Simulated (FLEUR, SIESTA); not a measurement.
A SIESTA input for a self-consistent single point of MgH2 (P4_2/mnm, 6 atoms in the cell) (DFT, GGA PBE, numerical atomic orbitals DZP, PseudoDojo PBE standard norm-conserving potentials (rewritten from UPF to PSML)):

```
# files in the folder: Mg.psml H.psml (PseudoDojo PBE standard)
SystemName  MgH2
SystemLabel siesta

NumberOfAtoms                6
NumberOfSpecies              2
%block ChemicalSpeciesLabel
  1 12 Mg
  2 1 H
%endblock ChemicalSpeciesLabel
LatticeConstant              4.520000 Ang
%block LatticeVectors
     1.000000000    0.000000000    0.000000000
     0.000000000    1.000000000    0.000000000
     0.000000000    0.000000000    0.668141593
%endblock LatticeVectors
AtomicCoordinatesFormat      ScaledCartesian
%block AtomicCoordinatesAndAtomicSpecies
     0.000000000    0.000000000    0.000000000  1
     0.500000000    0.500000000    0.334070796  1
     0.304000000    0.304000000    0.000000000  2
     0.804000000    0.196000000    0.334070796  2
     0.196000000    0.804000000    0.334070796  2
     0.696000000    0.696000000    0.000000000  2
%endblock AtomicCoordinatesAndAtomicSpecies

XC.functional                GGA
XC.authors                   PBE
PAO.BasisSize                DZP
PAO.EnergyShift              0.01 Ry
MeshCutoff                   350 Ry
%block kgrid.MonkhorstPack
    5   0   0  0.0
    0   5   0  0.0
    0   0   7  0.0
%endblock kgrid.MonkhorstPack
OccupationFunction           FD
ElectronicTemperature        10.0 meV

MaxSCFIterations             150
SCF.Mixer.Method             Broyden
SCF.Mixer.Weight             0.2
SCF.Mixer.History            6
SCF.DM.Tolerance             1.0E-05
Diag.ParallelOverK           true
WriteForces                  true
Charge.Mulliken              end
```

### Question
Give the FLEUR input for the same structure, mesh, smearing and functional.

### Answer
One input that does it (others would too):

Input of the input generator:

```
MgH2 crystal
&input film=f /
1.0000000000 0.0000000000 0.0000000000
0.0000000000 1.0000000000 0.0000000000
0.0000000000 0.0000000000 0.6681415929
8.5415620833
1.0 1.0 1.0

6
12 -0.0000000000 0.0000000000 0.0000000000
12 0.5000000000 0.5000000000 0.5000000000
1 0.3040000000 0.3040000000 -0.0000000000
1 0.8040000000 0.1960000000 0.5000000000
1 0.1960000000 0.8040000000 0.5000000000
1 0.6960000000 0.6960000000 -0.0000000000

&comp jspins=1 /
&kpt div1=5 div2=5 div3=7 /
&end /
```

```xml
<?xml version="1.0" encoding="UTF-8" standalone="no"?>
<fleurInput fleurInputVersion="0.39">
   <comment>
      MgH2 crystal                                                                                        
   </comment>
   <calculationSetup>
      <cutoffs Kmax="4.4" Gmax="17.6" GmaxXC="17.6" numbands="0"/>
      <scfLoop itmax="100" minDistance="0.00001" maxIterBroyd="15" imix="Anderson" alpha="0.05" precondParam="0.0" spinf="2.0"/>
      <coreElectrons ctail="T" frcor="F" kcrel="0" coretail_lmax="0"/>
      <xcFunctional name="pbe" relativisticCorrections="F"/>
      <magnetism jspins="1"/>
      <soc l_soc="F" theta="0.0" phi="0.0" spav="F"/>
      <expertModes spex="0" secvar="F"/>
      <geometryOptimization l_f="T" forcealpha="1.0" forcemix="BFGS" epsdisp="0.00001" epsforce="0.00001"/>
      <ldaU l_linMix="F" mixParam="0.05" spinf="1.0"/>
   </calculationSetup>
   <cell>
      <bzIntegration valenceElectrons="24.0" mode="hist" fermiSmearingEnergy="0.00036749">
         <kPointListSelection listName="default-1"/>
         <!-- k-points included here -->
         <xi:include xmlns:xi="http://www.w3.org/2001/XInclude" href="kpts.xml"> </xi:include>
      </bzIntegration>
      <!-- symmetry operations included here -->
      <xi:include xmlns:xi="http://www.w3.org/2001/XInclude" href="sym.xml"> </xi:include>
      <bulkLattice scale="1.0">
         <bravaisMatrix>
            <row-1>    8.5415620833000006     0.0000000000000000     0.0000000000000000</row-1>
            <row-2>    0.0000000000000000     8.5415620833000006     0.0000000000000000</row-2>
            <row-3>    0.0000000000000000     0.0000000000000000     5.7069728961903046</row-3>
         </bravaisMatrix>
      </bulkLattice>
   </cell>
   <atomSpecies>
      <species name="Magnesium (Mg)" element="Mg" atomicNumber="12">
         <mtSphere radius="2.06" gridPoints="711" logIncrement="0.016"/>
         <atomicCutoffs lmax="8" lnonsphr="6"/>
         <electronConfig flipSpins="F">
            <coreConfig>(1s1/2)</coreConfig>
            <valenceConfig>(2s1/2) (2p1/2) (2p3/2) (3s1/2)</valenceConfig>
         </electronConfig>
         <energyParameters s="3" p="3" d="3" f="4"/>
         <lo type="SCLO" l="0" n="2" eDeriv="0"/>
         <lo type="SCLO" l="1" n="2" eDeriv="0"/>
      </species>
      <species name="Hydrogen (H)" element="H" atomicNumber="1">
         <mtSphere radius="1.37" gridPoints="473" logIncrement="0.018"/>
         <atomicCutoffs lmax="6" lnonsphr="4"/>
         <electronConfig flipSpins="F">
            <coreConfig></coreConfig>
            <valenceConfig>(1s1/2)</valenceConfig>
            <stateOccupation state="(1s1/2)" spinUp="0.5" spinDown="0.5"/>
         </electronConfig>
         <energyParameters s="1" p="2" d="3" f="4"/>
      </species>
   </atomSpecies>
   <atomGroups>
      <atomGroup species="Magnesium (Mg)">
         <relPos label="                   1">.0000000000 .0000000000 .0000000000</relPos>
         <relPos label="                   2">1.000/2.000 1.000/2.000 1.000/2.000</relPos>
         <force calculate="T" relaxXYZ="TTT"/>
      </atomGroup>
      <atomGroup species="Hydrogen (H)">
         <relPos label="                   3">.3040000000 .3040000000 .0000000000</relPos>
         <relPos label="                   4">-.1960000000 .1960000000 1.000/2.000</relPos>
         <relPos label="                   5">.1960000000 -.1960000000 1.000/2.000</relPos>
         <relPos label="                   6">-.3040000000 -.3040000000 .0000000000</relPos>
         <force calculate="T" relaxXYZ="TTT"/>
      </atomGroup>
   </atomGroups>
   <output dos="F" band="F" slice="F">
      <checks vchk="F" cdinf="F"/>
      <bandDOS minEnergy="-.5*Htr" maxEnergy="0.5*Htr" sigma="0.015" storeEVData="T"/>
      <vacuumDOS vacdos="F" integ="F" star="F" nstars="0" locx1="0.0" locy1="0.0" locx2="0.0" locy2="0.0" nstm="0" tworkf="0.0"/>
      <unfoldingBand unfoldBand="F" supercellX="1" supercellY="1" supercellZ="1"/>
      <plotting iplot="0" polar="F">
         <plot TwoD="T" vec1="  1.0  0.0  0.0" vec2="  0.0  1.0  0.0" vec3="  0.0  0.0  1.0" zero="  0.0  0.0  0.0" file="plot"/>
      </plotting>
      <chargeDensitySlicing numkpt="0" minEigenval="0.0" maxEigenval="0.0" nnne="0" pallst="F"/>
      <specialOutput eonly="F"/>
      <magneticCircularDichroism mcd="F" energyLo="-10.0" energyUp="0.0"/>
   </output>
  <!-- We include the file relax.xml here to enable relaxations (see documentation) -->
  <xi:include xmlns:xi="http://www.w3.org/2001/XInclude" href="relax.xml"> <xi:fallback/> </xi:include>
</fleurInput>
```

Basis settings and potentials, where a program has them, do not carry over. This input uses DFT, PBE, all-electron FLAPW (FLEUR), scalar-relativistic valence.

The starting cell has typed, rounded lattice constants, without a prior relaxation at this level.
